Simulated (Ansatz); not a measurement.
The starting structures come from a database of crystals and need not be the phases stable at ambient conditions.

Tunnelling through a barrier is set by its complex band structure: the current falls as exp(−2κd) with the smallest κ.

Input:

```
InHO2
1.0
    4.54413     0.00000     0.00000
    0.00000     5.32040     0.00000
    0.00000     0.00000     3.30724
In H O
2 2 4
Direct
  0.50000   0.50000   0.50000
  0.00000   0.00000   0.00000
  0.50000   0.00000   0.50000
  0.00000   0.50000   0.00000
  0.71977   0.13039   0.50000
  0.28023   0.86961   0.50000
  0.21977   0.36961   0.00000
  0.78023   0.63039   0.00000
```

Space group of this cell: Pnnm. The cell was relaxed by PBE-D3(BJ); by r2SCAN its mean pressure is -3.5 GPa.

Transport runs along the normal of the first two printed cell vectors.

The gap is the functional's own. No spin-orbit coupling. Mid-gap values are interpolated on the energy grid.

Problem. Compute, with r2SCAN (Ansatz, an electronic-structure program), the band gap and the smallest decay constant κ at mid-gap.

Solution. Gap 2.52 eV on a 8×6×10 mesh; κ = 0.240 1/Å, at the zone centre.
